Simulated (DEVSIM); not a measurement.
System: Au/SiO2/n-InP capacitor, at 300 K.

Layer 1 from the left is SiO2, thickness (nm) 14.0. Layer 2 from the left is InP, thickness (nm) 2200, Nd (cm⁻³) 7.7e16.

Metal gate on the left, work function 5.1 eV. Fixed charge at the semiconductor interface 9.2e11 cm⁻² (in units of +e); no interface traps.

The device is made up for the run: typed textbook-type constants, with dimensions and the other settings drawn at random. Values at 300 K.

SiO2: gap (eV) 9, affinity (eV) 0.9, permittivity 3.9. InP: gap (eV) 1.344, affinity (eV) 4.38, permittivity 12.5, Nc (cm⁻³) 5.7e17, Nv (cm⁻³) 1.1e19.

DEVSIM, 1D Poisson equation in equilibrium, Boltzmann statistics, complete ionisation; no quantum confinement or tunnelling. Metal contacts follow the ideal Schottky-Mott rule: no Fermi-level pinning, no interface dipoles.

What does the simulation give for the flat-band voltage?

flat-band voltage 0.07 V.
